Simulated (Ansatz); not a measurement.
For GaN (model structure, started from the cinnabar type, P6₂22, No. 180, 6 atoms in the cell), PBEsol (PAW; Ansatz, a program for electronic structure) gives:

| Quantity | Value |
|---|---|
| lattice parameter a | 3.125 Å |
| lattice parameter c | 7.358 Å |

Task: What does PBE-D3(BJ) (Ansatz, PAW) give for the same quantities?

Result: 
- lattice constant a: 3.137 Å (grows by 0.4 %)
- lattice parameter c: 7.396 Å (increases by 0.5 %)

Changes are worked out from the printed values.

Unless a cell is named, each level is at its own relaxed cell (PBEsol 10.37, PBE-D3(BJ) 10.50 Å³/atom).

Ansatz's density-functional and Hartree–Fock values are scalar-relativistic unless marked +SOC, with PAW data made under PBE.

A model structure was made by putting elements into a prototype or built by hand; it is no filed structure, need not be a known phase, and can be a saddle point held by its symmetry.
